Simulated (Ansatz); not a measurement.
# TiB2, response to strain

Start from TiB2 (space group P6/mmm, No. 191; a = 3.017 Å, c = 3.185 Å). Axes: x lies along a and z along c of the hexagonal cell.

Strains are applied to the cell and any free atomic positions relax.

The values are results of DFT with PBEsol, PAW potentials and a 420 eV plane-wave cutoff in Ansatz (an electronic-structure program), no spin-orbit coupling, not measurements.

Notes on the quantities. energy relative to the base: free energy F; pressure: mean of the normal stresses, compression positive.

```
variant                         energy relative to the base  shortest interatomic distance  pressure
------------------------------  ---------------------------  -----------------------------  --------
base                                             0 meV/atom                        1.742 Å   0.0 GPa
uniaxial strain ε_xx = −3.00 %                 +17 meV/atom                        1.707 Å   9.4 GPa
uniaxial strain ε_xx = −2.00 %                +7.3 meV/atom                        1.718 Å   6.1 GPa
uniaxial strain ε_xx = −1.00 %                +1.8 meV/atom                        1.730 Å   3.0 GPa
uniaxial strain ε_xx = −0.50 %                +0.4 meV/atom                        1.736 Å   1.5 GPa
uniaxial strain ε_xx = +0.50 %                +0.4 meV/atom                        1.743 Å  -1.4 GPa
uniaxial strain ε_xx = +1.00 %                          [?]                            [?]       [?]
uniaxial strain ε_xx = +1.50 %                +3.9 meV/atom                        1.745 Å  -4.1 GPa
uniaxial strain ε_xx = +2.00 %                +6.8 meV/atom                        1.746 Å  -5.4 GPa
uniaxial strain ε_xx = +3.00 %                 +15 meV/atom                        1.747 Å  -7.8 GPa
```

Problem. Complete the table.

Solution. 
- uniaxial strain ε_xx = +1.00 %, energy relative to the base: +1.7 meV/atom
- uniaxial strain ε_xx = +1.00 %, shortest interatomic distance: 1.744 Å
- uniaxial strain ε_xx = +1.00 %, pressure: -2.8 GPa

The mesh was chosen for an insulator and is coarse for the gapless case. Without a gap, meshes like the base's 13×13×10 leave anisotropic stresses uncertain by several tenths of a GPa, and small strain energies with them. Stability against distortions was not tested. All final runs are without spin polarisation.
